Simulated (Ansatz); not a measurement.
Defect migration in zinc-blende BP: interstitial Li, charge state +1. Calculation: PBE, PAW (plane waves to 420 eV; Ansatz, an electronic-structure program).

Cell of 64 host sites held at the relaxed PBE lattice; a 2×2×2 k-point mesh shifted by half a step; Fermi-Dirac width 0.01 eV, spin-restricted; finite-size errors left in. Energies are static. The charge state is imposed; whether it is stable for some Fermi level was not computed. Sites that were not tried may lie lower.

Barriers: single points on a 3×3×3 k-point mesh shifted by half a step at the bands' geometries.

The step: a direct jump of one Li atom; the atom moves 1.97 Å along (0.25, -0.25, -0.25) of the unit cell; the moving atom starts with neighbours 4 B at 2.02; 6 P at 2.33 Å and ends with 6 B at 2.29; 4 P at 2.08 Å.

Question: What is the computed migration barrier of this step (PBE, PAW)?

Answer: 1.51 eV forward and 0.69 eV backward. At the saddle the moving atom has neighbours 3 B at 1.99; 3 P at 2.02 Å. The saddle point's order was not checked, and it lies on a symmetry element of the cell, where a band can be held.
